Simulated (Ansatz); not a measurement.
System: LiTaO₃ (P4/mbm, No. 127, 10 atoms in the cell; start mp-754345; a measured phase of this formula has another space group). Method: LDA (PAW; Ansatz, a program for electronic structure).

Run with plane-wave cutoff 520 eV, 6×6×10 k mesh (along the axes of the cell as run), Fermi–Dirac smearing 0.01 eV, scalar-relativistic PAW data made under PBE.

Cell (relaxed with PBEsol):

```
LiTaO3
1.0
    5.36909     0.00000     0.00000
    0.00000     5.36909     0.00000
    0.00000     0.00000     3.91493
Li Ta O
2 2 6
Direct
  0.50000   0.00000   0.50000
  0.00000   0.50000   0.50000
  0.00000   0.00000   0.00000
  0.50000   0.50000   0.00000
  0.00000   0.00000   0.50000
  0.50000   0.50000   0.50000
  0.67727   0.17727   0.00000
  0.32273   0.82273   0.00000
  0.82273   0.67727   0.00000
  0.17727   0.32273   0.00000
```

Task: Give the computed band gap and smallest direct gap on the k points sampled.

Result: 
band gap: 2.34 eV
smallest direct gap on the k points sampled: 2.66 eV

Note: cell and atoms aren't relaxed at this level (pressure -4.8 GPa).

Spin–orbit coupling is not included.

Computed values are for the static lattice.

It cost around 40 core-seconds (rough) of CPU time.

A start named mp-… is a Materials Project structure, which need not be a measured phase.
